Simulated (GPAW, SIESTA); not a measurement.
A GPAW input for a self-consistent single point of Si₂Mo (I4/mmm, 3 atoms in the cell) (DFT LDA (Perdew-Wang 92), plane waves, GPAW PAW datasets LDA (gpaw-data 1.0.1)):

```python
from ase import Atoms
from ase.units import GPa
from gpaw import GPAW, PW, FermiDirac

atoms = Atoms(['Si', 'Si', 'Mo'],
              cell=[[-1.624239, 1.624239, 3.962027],
                    [1.624239, -1.624239, 3.962027],
                    [1.624239, 1.624239, -3.962027]],
              scaled_positions=[[0.664570, 0.664570, 0.000000],
                                [0.335430, 0.335430, 0.000000],
                                [0.000000, 0.000000, 0.000000]],
              pbc=True)

calc = GPAW(mode=PW(550),
            xc='LDA',
            kpts=(11, 11, 11),
            occupations=FermiDirac(0.1),
            nbands=-9,
            convergence={'density': 1e-05, 'energy': 1e-05},
            symmetry={'symmorphic': False, 'tolerance': 0.0005},
            maxiter=120)

atoms.calc = calc

energy = atoms.get_potential_energy()
print('Energy (eV):', round(energy, 6))
forces = atoms.get_forces()
print('Forces (eV/Ang):')
print(forces.round(5))
stress = atoms.get_stress()
print('Stress (GPa, Voigt):', (stress / GPa).round(4))
```

Question: Give the SIESTA input for the same structure, mesh, smearing and functional.

Answer: This is the input that was run; spellings and numerical settings could be chosen otherwise.

```
# files in the folder: Si.psml Mo.psml (PseudoDojo LDA standard)
SystemName  Si2Mo
SystemLabel siesta

NumberOfAtoms                3
NumberOfSpecies              2
%block ChemicalSpeciesLabel
  1 14 Si
  2 42 Mo
%endblock ChemicalSpeciesLabel
LatticeConstant              1.0 Bohr
%block LatticeVectors
    -3.069366871    3.069366871    7.487145928
     3.069366871   -3.069366871    7.487145928
     3.069366871    3.069366871   -7.487145928
%endblock LatticeVectors
AtomicCoordinatesFormat      Bohr
%block AtomicCoordinatesAndAtomicSpecies
    -0.000000000    0.000000000    9.951465139  1
     0.000000000   -0.000000000    5.022826718  1
     0.000000000    0.000000000    0.000000000  2
%endblock AtomicCoordinatesAndAtomicSpecies

XC.functional                LDA
XC.authors                   PW92
PAO.BasisSize                TZP
PAO.EnergyShift              0.01 Ry
MeshCutoff                   350 Ry
%block kgrid.MonkhorstPack
   11   0   0  0.0
    0  11   0  0.0
    0   0  11  0.0
%endblock kgrid.MonkhorstPack
OccupationFunction           FD
ElectronicTemperature        0.1 eV

MaxSCFIterations             150
SCF.Mixer.Method             Broyden
SCF.Mixer.Weight             0.25
SCF.Mixer.History            8
SCF.DM.Tolerance             1.0E-05
Diag.ParallelOverK           true
WriteForces                  true
```

Basis settings and potentials, where a program has them, do not carry over. This input uses DFT, LDA PW92, numerical atomic orbitals TZP, PseudoDojo LDA standard norm-conserving potentials (rewritten from UPF to PSML). LDA parametrisations can differ slightly between programs.

The starting cell comes from a database of computed structures (which also holds hypothetical and non-ambient phases and stackings), without a prior relaxation at this level. Its lattice was rescaled by a random factor within 2.5 % of one.
